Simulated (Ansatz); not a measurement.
Functionals compared on NH3 on the 1x1 (10-10) surface of wurtzite ZnO (cut with top plane O + Zn), one in a 2x1 cell, started at the site 'bridge Zn-Zn (span 3.3 Å) #2', in Ansatz (plane waves, PAW). The structure was relaxed with PBE; the other rows are single points on it, each with its references at the same level. Cutoff 420 eV (500 eV for r2SCAN). HSE06 used the coarser mesh 3x3x1.

Host crystal: wurtzite ZnO, with a band gap (PBE, scalar-relativistic without spin-orbit coupling).

Model: 36-atom slab, 9.4 Å thick at the start under the adsorbate (thin: gaps and levels are the slab's own), 3x4x1 mesh, Fermi-Dirac 0.01 eV, dipole correction, 16 atoms held, the rest relaxed; no symmetry held; no spin, no spin-orbit, no U, no dispersion correction. At the end it is bonded to Zn. In PBE it is, or lies within 0.03 eV of, the lowest of the starts that converged. These notes are the PBE run's. Adsorption energies are against NH3(g). A negative adsorption energy means that the adsorbate is more stable on the surface than in its reference.

| functional | adsorption energy (eV) | rough cost of the single point |
|---|---|---|
| PBE | -1.03 | – |
| RPBE | -0.79 | about 2.8 core-minutes (a rough figure) |
| r2SCAN | -1.17 | roughly 5 core-minutes |
| HSE06 | -1.05 | very roughly 70 core-minutes |

Ansatz is an electronic-structure program.
